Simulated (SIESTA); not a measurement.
Worked example: self-consistent single point of LiF (Fm-3m, 2 atoms in the cell) in SIESTA.

Computed with SIESTA with GGA PBE, numerical atomic orbitals DZP, PseudoDojo PBE standard norm-conserving potentials (rewritten from UPF to PSML).

```
LiF
1.0
    0.00000     2.03539     2.03539
    2.03539     0.00000     2.03539
    2.03539     2.03539     0.00000
Li F
1 1
Direct
  0.00000   0.00000   0.00000
  0.50000   0.50000   0.50000
```

Reference input (self-consistent single point, DFT, GGA PBE, numerical atomic orbitals DZP, PseudoDojo PBE standard norm-conserving potentials (rewritten from UPF to PSML)): XC.functional = GGA; XC.authors = PBE; potentials = PseudoDojo PBE standard; PAO.BasisSize = DZP; PAO.EnergyShift = 0.005 Ry; MeshCutoff = 350 Ry; kgrid.MonkhorstPack = 7 7 7; OccupationFunction = MP; OccupationMPOrder = 0; ElectronicTemperature = 0.01 eV; PAO.Polarization.NonPerturbative = true; MaxSCFIterations = 150. This run's input differs from it in these lines:

```diff
@@ -41,3 +41,6 @@
 SCF.Mixer.History            6
-SCF.DM.Tolerance             1.0E-04
+SCF.DM.Converge              false
+SCF.H.Converge               false
+SCF.FreeE.Converge           true
+SCF.FreeE.Tolerance          1.0E-01 eV
 Diag.ParallelOverK           true
```

Output, abridged:

```
        iscf     Eharris(eV)        E_KS(eV)     FreeEng(eV)     dDmax    Ef(eV) dHmax(eV)
   scf:    1     -866.935675     -870.027449     -870.027449  0.403518-12.779602  3.650265
   scf:    2     -870.216934     -870.126234     -870.126234  0.047681-12.874676  2.778860
SCF Convergence by FreeE criterion
|FreeE_i-FreeE_(i-1)| (eV) <     0.10000000
max |DM_out - DM_in|         :     0.0476810132
max |H_out - H_in|      (eV) :     2.7788603232
SCF cycle converged after 2 iterations

Using DM_out to compute the final energy and forces

siesta: E_KS(eV) =             -870.1262

siesta: E_KS - E_eggbox =      -870.1262

siesta: Atomic forces (eV/Ang):
     1   -0.000000   -0.000000   -0.000000
     2   -0.000000   -0.000000   -0.000000
   Tot   -0.000000   -0.000000   -0.000000
   Max    0.000000
   Res    0.000000    sqrt( Sum f_i^2 / 3N )
   Max    0.000000    constrained

Stress tensor Voigt[x,y,z,yz,xz,xy] (kbar):       17.70       17.70       17.70       -0.22       -0.22       -0.22
(Free)E + p*V (eV/cell)     -870.3125
Target enthalpy (eV/cell)     -870.1262

   [... lines left out ...]
siesta: FreeEng =      -870.126234
siesta: Cell volume =         16.864379 Ang**3
siesta:         -17.69830038        -17.69831258  kBar
   [... lines left out ...]
               2s      2s      2py     2pz     2px     2py     2pz     2px
               3dxy    3dyz    3dz2    3dxz    3dx2-y2
   2  7.599   1.883   0.017   2.011   2.011   2.011  -0.120  -0.120  -0.120
              0.004   0.004   0.007   0.004   0.007

mulliken: Qtot =       10.000

Mulliken Atomic Populations:
Atom #   charge [q] valence [e]  Species
     1     0.599433    2.400567  Li
     2    -0.599433    7.599433  F
 Total    -0.000000
```

The run converged in 2 iterations. Against the reference run the free energy goes up by 67.0 meV/atom, the pressure goes from -0.04 to -1.77 GPa and the gap on the mesh goes from 8.738 to 9.251 eV.

The starting cell comes from a database of computed structures (which also holds hypothetical and non-ambient phases and stackings), without a prior relaxation at this level. Its lattice was rescaled by a random factor within 2.5 % of one. Values carry the incompleteness of an atom-centred basis.
